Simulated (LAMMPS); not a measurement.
Consider a symmetric tilt boundary about [001] in CdSe (zinc blende), boundary plane (410) in molecular dynamics.

Model: classical MD, pair style sw, file CdTeZnSeHgS0.sw, run in LAMMPS.

Σ17, energy 0.83 J/m² at 0 K; heated in steps, 60 ps sampled at each, free outer surfaces; steps at which the grains lost their order are left out.

| T (K) | disordered width (Å) | disordered share in the grains |
|---|---|---|
| 750 | 4.0 | 0.00 |
| 1050 | 4.3 | 0.00 |
| 1200 | 4.3 | 0.00 |
| 1350 | ___ | 0.01 |
| 1455 | ___ | 0.01 |

Task: Complete the blanks.

Result: 
- 1455, disordered width (Å): 4.7
- 1350, disordered width (Å): 4.6
